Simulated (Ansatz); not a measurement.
A self-consistent single point of BaTe (Fm-3m, 2 atoms in the cell) with Ansatz (an electronic-structure program).

Computed with PBE (plane waves, PAW; Ansatz).

The change in words: lattice scaled by 0.98. Reference geometry:
```
CELL_PARAMETERS angstrom
      0.00000     3.50000     3.50000
      3.50000     0.00000     3.50000
      3.50000     3.50000     0.00000
ATOMIC_POSITIONS crystal
  Ba 0.00000 0.00000 0.00000
  Te 0.50000 0.50000 0.50000
```

Reference input (self-consistent single point, DFT, PBE, plane waves, default PAW files): kpoints.mp_grid.grid = 8 8 8; hamiltonian.xc = pbe; hamiltonian.pseudopotentials = {kind: paw} (the program's default PAW files); scf.occupations.method = fermi_dirac; scf.occupations.width = 0.0007 Ry. This run's input differs from it in these lines:

```diff
@@ -2,5 +2,5 @@
   lattice:
-    - [0.000000, 3.500000, 3.500000]
-    - [3.500000, 0.000000, 3.500000]
-    - [3.500000, 3.500000, 0.000000]
+    - [0.000000, 3.430000, 3.430000]
+    - [3.430000, 0.000000, 3.430000]
+    - [3.430000, 3.430000, 0.000000]
   atoms:
```

Output (repeated stretches shortened):

```
SCF iter   1: F=—  HF=-12933.073303 eV  |F-HF|=—  |Δ(HF+E_count)|=         —  Δρ=7.67e-4  dr2=1.24e-3  ethr=1.77e-3  ⟨swp⟩=10.0  Hψ=3307  notcnv=0
all-band conjugate gradients solve this SCF's bands
preconditioner: auto → none
SCF iter   2: F=—  HF=-12933.072464 eV  |F-HF|=—  |Δ(HF+E_count)|=   8.39e-4  Δρ=2.09e-4  dr2=3.14e-5  ethr=4.76e-6  ⟨swp⟩=3.1  Hψ=1332  notcnv=0
SCF iter   3: F=—  HF=-12933.072505 eV  |F-HF|=—  |Δ(HF+E_count)|=   4.13e-5  Δρ=8.82e-5  dr2=3.88e-6  ethr=1.21e-7  ⟨swp⟩=2.2  Hψ=777  notcnv=0
SCF iter   4: F=—  HF=-12933.072517 eV  |F-HF|=—  |Δ(HF+E_count)|=   1.18e-5  Δρ=1.59e-5  dr2=1.08e-7  ethr=1.49e-8  ⟨swp⟩=2.2  Hψ=738  notcnv=0
iter 5 did not close the SCF: its close was put off for the readings that it lacked (scf_convergence_deferred on its scf_iter line)
SCF iter   5: F=-12933.072517 eV  HF=-12933.072517 eV  |F-HF|=2.45e-9  |Δ(HF+E_count)|=   3.86e-7  Δρ=2.20e-6  dr2=3.85e-9  ethr=4.16e-10  ⟨swp⟩=2.0  Hψ=794  notcnv=0
SCF iter   6: F=-12933.072517 eV  HF=-12933.072517 eV  |F-HF|=1.93e-10  |Δ(HF+E_count)|=   4.09e-9  Δρ=3.85e-7  dr2=4.57e-11  ethr=1.48e-11  ⟨swp⟩=2.3  Hψ=1867  notcnv=0
SCF 1 converged in 6 iterations: F = -12933.072517 eV  dr2 = 4.57e-11
Free energy (F): -12933.072517 eV
Internal energy: -12933.072517 eV  (E = F + TS)
E sigma→0 (E₀):  -12933.072517 eV
Fermi energy:    7.770872 eV
--- Forces (eV/Å), atoms counted from 1 ---
  atom   1  Ba    -0.00000000     0.00000000    -0.00000000
  atom   2  Te     0.00000000    -0.00000000    -0.00000000
--- Stress (GPa, compression-positive) ---
        3.056224      -0.000000       0.000000
        0.000000       3.056224      -0.000000
       -0.000000       0.000000       3.056224
  P = ⅓ Tr σ = 3.0562 GPa (30.562 kbar)
  The stress holds the Pulay correction. Without it, at fixed plane waves, as pw.x and ABINIT print it: P = 3.0464 GPa
```

The run converged in 6 iterations. Against the reference run the free energy rises by 29.7 meV/atom, the pressure goes from 0.84 to 3.06 GPa and the gap on the mesh goes from 1.602 to 1.470 eV.

The starting cell has typed, rounded lattice constants, without a prior relaxation at this level. For this run, on top of that: lattice scaled by 0.98. Spin-orbit coupling is off. With a pressure of about 3 GPa the cell is away from its equilibrium volume at this level. Ansatz's pressure includes its estimate of the finite-basis (Pulay) stress.

Keys are those of Ansatz 0.2.
